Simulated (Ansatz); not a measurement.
A self-consistent single point of Ta3W (Fm-3m, 4 atoms in the cell) with Ansatz (an electronic-structure program)

Level of theory: LDA (PW92), default PAW files made with PBE (plane waves; Ansatz).

Input as run:

Ansatz 0.2 input:
```yaml
crystal:
  lattice:
    - [0.000000, 3.250839, 3.250839]
    - [3.250839, 0.000000, 3.250839]
    - [3.250839, 3.250839, 0.000000]
  atoms:
    - { symbol: Ta, position: [0.250000, 0.250000, 0.250000] }
    - { symbol: Ta, position: [0.750000, 0.750000, 0.750000] }
    - { symbol: Ta, position: [0.500000, 0.500000, 0.500000] }
    - { symbol: W, position: [0.000000, 0.000000, 0.000000] }
basis:
  ecutwfc: 30.9 Ry
kpoints:
  mp_grid: { grid: [9, 9, 9] }
hamiltonian:
  xc: lda
  pseudopotentials: { kind: paw }
scf:
  occupations: { method: gaussian, width: 0.0073 Ry }
output:
  forces: true
  eigenvalues: true
  stress: true
```

Output, abridged:

```
WARN ansatz: RAYON_NUM_THREADS=1 ignored (pool sized by the plan → 1); use --threads N
Pseudopotentials: kind: paw
Pseudopotential: Ta, paw, valence charge 13
Pseudopotential: W, paw, valence charge 14
Crystal: 4 atoms, lattice volume = 68.709 Å³
Basis set: ecut = 420.4159175005146 eV, 1363 PW (Γ)
Bands: 32, of which v1, the nominal top of the filled ones, is band 27 counted from 1 (26 counted from 0)
Symmetry: 48 space group operations
Space group: Fm-3m (ITA 225), of the structure as read, at distance tolerance 4.1e-5 Å
k-points: 35 of 729
PAW frozen core: Ta, regenerated for the run's functional, and the local potential with it
PAW frozen core: W, regenerated for the run's functional, and the local potential with it
Initial density: superposition of atomic densities (neutral atoms: chi_scale 0, normalization atom), corrected by the library's trained network
Initial wavefunctions: pseudopotential atomic-orbital guess
Eigensolver: davidson
Functional: x = slater, c = lda
SCF iter   1: F=—  HF=-39177.847056 eV  |F-HF|=—  |Δ(HF+E_count)|=         —  Δρ=6.88e-3  dr2=3.80e-2  ethr=1.77e-3  ⟨swp⟩=4.4  Hψ=4446  notcnv=0
all-band conjugate gradients solve this SCF's bands
preconditioner: auto → Kerker (q_TF=auto, 2.613 Å⁻¹)
SCF iter   2: F=—  HF=-39177.840453 eV  |F-HF|=—  |Δ(HF+E_count)|=   6.60e-3  Δρ=3.97e-3  dr2=1.10e-2  ethr=7.16e-5  ⟨swp⟩=1.0  Hψ=1400  notcnv=0
SCF iter   3: F=—  HF=-39177.837544 eV  |F-HF|=—  |Δ(HF+E_count)|=   2.91e-3  Δρ=5.70e-4  dr2=1.87e-4  ethr=2.07e-5  ⟨swp⟩=2.0  Hψ=1415  notcnv=0
SCF iter   4: F=—  HF=-39177.837481 eV  |F-HF|=—  |Δ(HF+E_count)|=   6.25e-5  Δρ=5.85e-5  dr2=1.53e-6  ethr=3.54e-7  ⟨swp⟩=2.0  Hψ=1446  notcnv=0
SCF iter   5: F=—  HF=-39177.837478 eV  |F-HF|=—  |Δ(HF+E_count)|=   3.16e-6  Δρ=6.60e-6  dr2=1.72e-8  ethr=2.90e-9  ⟨swp⟩=2.0  Hψ=1448  notcnv=0
SCF iter   6: F=-39177.837478 eV  HF=-39177.837478 eV  |F-HF|=3.57e-10  |Δ(HF+E_count)|=  8.73e-10  Δρ=1.27e-6  dr2=8.40e-10  ethr=3.24e-11  ⟨swp⟩=5.1  Hψ=4426  notcnv=0
SCF 1 converged in 6 iterations: F = -39177.837478 eV  dr2 = 8.40e-10
SCF converged after 6 iterations
Free energy (F): -39177.837478 eV
Harris-Foulkes:  -39177.837478 eV  (|F-HF|=3.57e-10)
Internal energy: -39177.816206 eV  (E = F + TS)
E sigma→0 (E₀):  -39177.826842 eV
Entropy (-TS):   -0.021272 eV (-5.318 meV/atom)
Fermi energy:    19.384229 eV
--- Per-component energies (eV) ---
  E_band       = -394.910383
  E_kinetic    = 1551.005285
  E_local      = -2248.000355  (includes V_loc(G=0)·N_el)
  E_nonlocal   = 69.673417
  E_hartree    = 784.706791
  E_xc         = -916.067604
  E_vxc        = -851.841748  (∫ρ·V_xc dr)
  E_paw        = -32756.980905  (= ΣΔE_a)
  E_vpaw       = -485.161097  (= ΣTr[D̂ρ^β])
  E_aug_tail   = 0.000336  (compensation charges beyond the density's cutoff)
  E_ewald      = -5663.213032
  E_core_change = 1.059861  (= ΣΔE_core)
  E_smearing   = -0.021272  (= −TS)
  E_closure    = 0.000000  (closes the sum)
  Σ components = -39177.837478   (vs F -39177.837478, Δ=0.00e0)
--- Forces (eV/Å), atoms counted from 1 ---
  atom   1  Ta     0.00000000    -0.00000000     0.00000000
   [... zero for the other atoms too ...]
  max |Σ_I F_I| component: 1.16e-17 eV/Å
--- Stress (GPa, compression-positive) ---
       -7.300295       0.000000       0.000000
        0.000000      -7.300295      -0.000000
        0.000000       0.000000      -7.300295
  P = ⅓ Tr σ = -7.3003 GPa (-73.003 kbar)
  The stress holds the Pulay correction. Without it, at fixed plane waves, as pw.x and ABINIT print it: P = -7.3411 GPa
--- Band table (eV; the first three rows and the last of 35) ---
  k-point 0: bands = ["-53.7305", "-47.6035", "-47.5090", "-47.4212", "-18.0019", "-18.0019", "-18.0019", "-14.3686", "-14.3686", "-14.3686", "-14.2089", "-14.2089", "-14.2089", "-13.6755", "-13.6755", "-13.6755", "11.2361", "15.1728", "15.1728", [...]
  k-point 1: bands = ["-53.7304", "-47.5993", "-47.5099", "-47.4247", "-18.0029", "-18.0029", "-18.0020", "-14.4092", "-14.3930", "-14.3930", "-14.1829", "-14.1829", "-14.1359", "-13.7094", "-13.6754", "-13.6754", "11.4510", "15.3157", "15.3157", [...]
  k-point 2: bands = ["-53.7303", "-47.5876", "-47.5125", "-47.4344", "-18.0054", "-18.0054", "-18.0020", "-14.4373", "-14.4373", "-14.4343", "-14.1347", "-14.1347", "-14.0526", "-13.7710", "-13.6751", "-13.6751", "12.0614", "15.7259", "15.7259", [...]
  k-point 34: bands = ["-53.7299", "-47.5285", "-47.5228", "-47.4848", "-18.0213", "-18.0094", "-18.0024", "-14.6338", "-14.4416", "-14.3781", "-14.1823", "-13.9779", "-13.9691", "-13.7624", "-13.7128", "-13.6596", "14.9341", "15.1988", "15.2413", [...]
```

The run converged in 6 iterations.

The starting cell comes from a database of computed structures (which also holds hypothetical and non-ambient phases and stackings), without a prior relaxation at this level. Its lattice was rescaled by up to half a per cent. Spin-orbit coupling is off. Spin polarisation is off. With a pressure of about -7 GPa the cell is away from its equilibrium volume at this level. Ansatz's pressure includes its estimate of the finite-basis (Pulay) stress.
